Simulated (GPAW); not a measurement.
Band structure of HgSe (F-43m, 2 atoms in the cell).

```xyz
2
Lattice="0.0000 3.0459 3.0459 3.0459 0.0000 3.0459 3.0459 3.0459 0.0000" Properties=species:S:1:pos:R:3 pbc="T T T"
Hg     0.0000     0.0000     0.0000
Se     4.5688     4.5688     4.5688
```

Method of the run: PBE, GPAW PAW datasets PBE (gpaw-data 1.0.1) (plane waves; GPAW).

Settings: mode = pw; ecut = 550 eV; xc = PBE; kpts = 9 9 9; mesh shift (steps) = 0 0 0; occupations.name = fermi-dirac; occupations.width = 0.1 eV; nbands = -6; symmetry.symmorphic = false; symmetry.tolerance = 0.0005; maxiter = 100; bandpath_npoints = 40.

The starting cell comes from a database of computed structures (which also holds hypothetical and non-ambient phases and stackings), without a prior relaxation at this level. Its lattice was rescaled by a random factor within 2.5 % of one. Spin-orbit coupling is off. The run gives no clean gap (levels at the Fermi energy touch, overlap or are partly filled at this smearing), which alone does not show that the compound is a metal.

Levels in eV from the Fermi level, bands 9 to 16:
```
point      9     10     11     12     13    14    15    16
-----  -----  -----  -----  -----  -----  ----  ----  ----
Γ      -6.75  -1.04  -0.21  -0.21  -0.21  5.31  5.31  5.31
X      -6.36  -5.23  -2.49  -2.49   2.66  2.80  8.25  9.64
W      -6.12  -5.41  -2.92  -2.62   3.50  4.93  5.89  7.27
K      -6.20  -5.37  -3.08  -2.08   2.80  4.30  7.75  8.02
L      -6.41  -5.63  -1.18  -1.18   1.00  6.07  6.07  6.78
U      -6.20  -5.37  -3.08  -2.08   2.80  4.30  7.75  8.02
```

Bands cross the Fermi level along this path, so the cell is metallic at this level.
